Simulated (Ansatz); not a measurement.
The structure below was relaxed with r2SCAN (Ansatz, a quantum-chemistry and plane-wave program, PAW, no spin-orbit coupling), earlier PAW set, at pressure 2.1 GPa.

```xyz
3
Lattice="0.0000 2.5377 2.5377 2.5377 0.0000 2.5377 2.5377 2.5377 0.0000" Properties=species:S:1:pos:R:3 pbc="T T T"
Zr     0.0000     0.0000     0.0000
O      1.2689     1.2689     1.2689
O      3.8066     3.8066     3.8066
```

**Question.** Find the space group and the Wyckoff positions.

**Answer.** Space group Fm-3m (No. 225); a = b = c = 5.075 Å, α = β = γ = 90.00°

| atom | site | symmetry | x | y | z |
|---|---|---|---|---|---|
| Zr | 4a | m-3m | 0.0000 | 0.0000 | 0.0000 |
| O | 8c | -43m | 0.2500 | 0.2500 | 0.2500 |

**Question.** Describe the coordination.

**Answer.** The crystal has 12 atoms in its conventional cell. Conventional cell: a = b = c = 5.0755 Å, α = β = γ = 90.00°. Zr is coordinated by 8 O at 2.198 Å (cubic). O has 4 Zr at 2.198 Å (tetrahedral). (Neighbours: up to the widest gap in distance over summed covalent radii, below 1.35, at either atom; cation-cation and far metal-metal contacts left out.)

Load acts through the strain it causes; cell and atoms are relaxed under it. No phonon test of stability was made. The cell was made from ZrO2 in the fluorite structure (space group Fm-3m, No. 225) by this change: pressure 2.1 GPa. This is not the structure that ZrO2 has at room temperature and ambient pressure.
